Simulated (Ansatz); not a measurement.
The reference is MgSe in the rock salt structure (space group Fm-3m, No. 225; a = 5.508 Å).

(Cell as relaxed with PBE.)

Levels (all Ansatz, a first-principles code, PAW, earlier PAW set): PBE (420 eV, no spin-orbit coupling); r2SCAN (500 eV, without spin-orbit coupling).

Each level relaxes its own structure.

```json
[
 {"base": "volume per atom", "PBE": "20.89 Å³", "r2SCAN": "20.50 Å³"},
 {"base": "lattice parameter a", "PBE": "5.508 Å", "r2SCAN": "5.473 Å"},
 {"base": "band gap", "PBE": "1.77 eV", "r2SCAN": "2.48 eV"}
]
```

Modification: every lattice vector is shortened by 1.32 %; the atoms relax in the strained cell.

```tsv
quantity	PBE	r2SCAN
hole mass (degenerate bands, along [100])	0.17, 0.78, 0.78 mₑ (at Γ)	…
electron mass	0.49 mₑ along k, 0.24 mₑ across (at X)	…
smallest direct gap	2.66 eV	…
energy relative to the base (free energy F)	+6.4 meV/atom	…
valley order (the lowest conduction-band minima on the path, energy above the VBM, named in the base's zone)	X along ⟨100⟩ 1.84 eV; Γ 2.66 eV	…
```

### Question
Given the PBE results, estimate those of r2SCAN.

### Answer

- hole mass (degenerate bands, along [100]), r2SCAN: 0.21, 0.76, 0.76 mₑ (at Γ)
- electron mass, r2SCAN: 0.50 mₑ along k, 0.25 mₑ across (at X)
- smallest direct gap, r2SCAN: 3.73 eV
- energy relative to the base (free energy F), r2SCAN: +6.9 meV/atom
- valley order (the lowest conduction-band minima on the path, energy above the VBM, named in the base's zone), r2SCAN: X along ⟨100⟩ 2.55 eV; Γ 3.73 eV

PBE's smallest direct gap lies 1.07 eV below r2SCAN's; PBE's energy relative to the base lies 0.5 meV/atom below r2SCAN's; both order the valleys alike. Neither level is exact; r2SCAN is the comparison here, not a measurement.

Masses are band curvatures over ±0.01 Å⁻¹ around the edge. Along k means along the line from Γ to the band edge. No phonon test of stability was made.
